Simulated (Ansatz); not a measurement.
System: GeSiC2 (model structure, started from the AlGaN2 type, P-4m2, No. 115, 4 atoms in the cell). Method: G0W0@HSE06 (plane waves, hard PAW, contour deformation; Ansatz, a program for electronic structure).

The same calculation (at the PBEsol cell, 11.085 Å³/atom) with different numerical settings; throughout: response cutoff 100 eV, empty bands 185:

```json
[
 {"run": "1", "k mesh": "4×4×2", "quasiparticle gap on the mesh (eV)": "2.414", "quasiparticle gap at Γ (eV)": "2.747", "rough time": "4 core-min"},
 {"run": "2", "k mesh": "6×6×4", "quasiparticle gap on the mesh (eV)": "2.443", "quasiparticle gap at Γ (eV)": "2.766", "rough time": "20 core-min"},
 {"run": "3", "k mesh": "8×8×6", "quasiparticle gap on the mesh (eV)": "2.444", "quasiparticle gap at Γ (eV)": "2.764", "rough time": "80 core-min"}
]
```

In the column quasiparticle gap on the mesh (eV) the first row differs from the last by -0.030 and the next to last by -0.001.

The last row is no converged limit: other settings stay fixed.

Spin–orbit coupling is not included.

Note: filled d or f shells below the valence bands can shift G0W0 gaps through exchange with them, which wasn't tested here. Note: GW on a hybrid start was not checked against another program.

A model structure was made by putting elements into a prototype or built by hand; it is no filed structure, need not be a known phase, and can be a saddle point held by its symmetry.
